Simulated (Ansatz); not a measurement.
Start from TiSi2 (space group Cmcm, No. 63; a = 3.546 Å, b = 13.565 Å, c = 3.580 Å).

Structures relaxed with PBE/PAW in Ansatz (a first-principles code), without spin-orbit coupling, earlier PAW set.

Base:

Simulated powder pattern, Cu Kα1, λ = 1.54056 Å (kinematic, ideal powder, no thermal factors, no anomalous dispersion; the 14 strongest lines at most, above 2 %, up to 2θ = 90°):

| 2θ (°) | I/Imax (%) | hkl |
|---|---|---|
| 28.16 | 10 | (021) |
| 32.05 | 9.6 | (130) |
| 39.84 | 18 | (060) |
| 40.98 | 100 | (131) |
| 41.89 | 7.2 | (150) |
| 47.53 | 9.9 | (061) |
| 50.98 | 14 | (002) |
| 51.50 | 14 | (200) |
| 66.58 | 7.4 | (062) |
| 67.02 | 7.2 | (260) |
| 67.46 | 5.4 | (190) |
| 75.40 | 8.5 | (202) |
| 88.86 | 6.7 | (262) |
| 89.19 | 9.9 | (133) |

Modification: the cell is scaled by 0.9852 in all directions; the atoms relax in the strained cell.

Task: How do the reflections move or split?

Result: 
Simulated powder pattern, Cu Kα1, λ = 1.54056 Å (kinematic, ideal powder, no thermal factors, no anomalous dispersion; the 14 strongest lines at most, above 2 %, up to 2θ = 90°):

```tsv
2θ (°)	I/Imax (%)	hkl
28.60	10.0	(021)
32.54	9.1	(130)
40.46	19	(060)
41.62	100	(131)
42.55	6.9	(150)
48.29	9.4	(061)
51.80	14	(002)
52.33	14	(200)
67.72	7.5	(062)
68.17	7.4	(260)
68.62	5.2	(190)
73.95	4.8	(261)
74.38	5.6	(191)
76.74	8.4	(202)
```

The indices refer to the base's conventional cell; one index is shown for lines that coincide.

Whether these cells are dynamically stable was not tested. The final runs are not spin-polarised.
